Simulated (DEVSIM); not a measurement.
System: Mo/SiO2/p-GaAs capacitor, at 300 K.

| layer (left to right) | material | thickness (nm) | Na (cm⁻³) |
|---|---|---|---|
| 1 | SiO2 | 2.80 | - |
| 2 | GaAs | 1200 | 5.6e16 |

Metal gate on the left, work function 4.6 eV. Fixed charge at the semiconductor interface -3.4e10 cm⁻² (in units of +e); no interface traps.

This is a model device: material constants are rounded textbook-type values typed into the input, and sizes, dopings and lifetimes were drawn at random. Values at 300 K.

| parameter | SiO2 | GaAs |
|---|---|---|
| gap (eV) | 9 | 1.424 |
| affinity (eV) | 0.9 | 4.07 |
| permittivity | 3.9 | 12.9 |
| Nc (cm⁻³) | - | 4.7e17 |
| Nv (cm⁻³) | - | 9e18 |

DEVSIM, 1D Poisson equation in equilibrium, Boltzmann statistics, complete ionisation; no quantum confinement or tunnelling. Metal contacts follow the ideal Schottky-Mott rule: no Fermi-level pinning, no interface dipoles.

**Question.** Tabulate band edges, carrier densities and field at 0.1 V on the gate.

**Answer.** Energies count from the Fermi level of the right contact; mesh points crowd at the junctions.

```csv
x (μm),Ec (eV),Ev (eV),n (cm⁻³),p (cm⁻³),field (V/cm)
0.000,3.600,-5.400,< 1e2,< 1e2,370000
0.0007947,3.630,-5.370,< 1e2,< 1e2,370000
0.001631,3.660,-5.340,< 1e2,< 1e2,370000
0.002459,3.691,-5.309,< 1e2,< 1e2,370000
0.003635,0.543,-0.881,3.6e8,14000,110000
0.005436,0.562,-0.862,1.7e8,29000,110000
0.008862,0.597,-0.827,4.4e7,120000,100000
0.01847,0.692,-0.732,1100000,4600000,95000
0.03365,0.827,-0.597,5900,8.5e8,83000
0.06253,1.035,-0.389,< 1e2,2.6e12,60000
0.1174,1.249,-0.175,< 1e2,1.0e16,19000
0.2715,1.293,-0.131,< 1e2,5.6e16,≈ 0
0.5149,1.293,-0.131,< 1e2,5.6e16,≈ 0
0.8296,1.293,-0.131,< 1e2,5.6e16,≈ 0
1.049,1.293,-0.131,< 1e2,5.6e16,≈ 0
1.122,1.293,-0.131,< 1e2,5.6e16,≈ 0
1.161,1.293,-0.131,< 1e2,5.6e16,≈ 0
1.181,1.293,-0.131,< 1e2,5.6e16,≈ 0
1.194,1.293,-0.131,< 1e2,5.6e16,≈ 0
1.199,1.293,-0.131,< 1e2,5.6e16,≈ 0
1.201,1.293,-0.131,< 1e2,5.6e16,≈ 0
1.203,1.293,-0.131,< 1e2,5.6e16,≈ 0
```
